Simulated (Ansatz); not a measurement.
**W, response to strain**

Start from W in the bcc (W type) structure (space group Im-3m, No. 229; relaxed with 0.1 eV smearing).

```
CELL_PARAMETERS angstrom
     -1.58442     1.58442     1.58442
      1.58442    -1.58442     1.58442
      1.58442     1.58442    -1.58442
ATOMIC_POSITIONS crystal
  W  0.00000 0.00000 0.00000
```

Strains are applied to the cell and any free atomic positions relax.

Calculations: r2SCAN, PAW, 500 eV (Ansatz, an electronic-structure program; without spin-orbit coupling).

Notes on the quantities. energy relative to the base: free energy F.

```
case                      energy relative to the base   pressure  volume per atom
------------------------  ---------------------------  ---------  ---------------
base                                       0 meV/atom    0.0 GPa         15.91 Å³
isotropic strain +0.50 %                +3.5 meV/atom   -4.6 GPa         16.15 Å³
isotropic strain +1.00 %                 +14 meV/atom   -9.0 GPa         16.39 Å³
isotropic strain +1.50 %                 +31 meV/atom  -13.0 GPa         16.64 Å³
isotropic strain +2.00 %                 +54 meV/atom  -16.8 GPa         16.88 Å³
isotropic strain +2.50 %                 +83 meV/atom  -20.3 GPa         17.13 Å³
isotropic strain +3.00 %                +117 meV/atom  -23.6 GPa         17.39 Å³
```

Stability against distortions was not tested. All final runs are without spin polarisation.
